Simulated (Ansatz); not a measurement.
System: LaN (P6₃mc, No. 186, 4 atoms in the cell; start mp-567290; a measured phase of this formula has another space group). Method: r²SCAN0 (plane waves, PAW; Ansatz, an electronic-structure program).

Numerical settings: plane-wave cutoff 520 eV, 9×9×4 k mesh (along the axes of the cell as run), Fermi–Dirac smearing 0.01 eV, scalar-relativistic PAW data made under PBE.

Cell (relaxed with PBEsol):

```
LaN
1.0
    4.11539     0.00000     0.00000
   -2.05770     3.56403     0.00000
    0.00000     0.00000     5.81091
La N
2 2
Cartesian
  0.00000   2.37602   5.78151
  2.05770   1.18801   2.87605
  0.00000   2.37602   2.41188
  2.05770   1.18801   5.31733
```

Task: Predict the band gap and Γ–Γ gap.

Result: 
band gap: 2.99 eV (on the SCF k mesh)
Γ–Γ gap: 3.50 eV

Note: cell and atoms aren't relaxed at this level (largest force component 0.03 eV/Å, pressure 2.3 GPa).

Spin–orbit coupling is not included.

Computed values are for the static lattice.

Cost on a shared machine: very roughly 10 core-minutes.

A start named mp-… is a Materials Project structure, which need not be a measured phase.
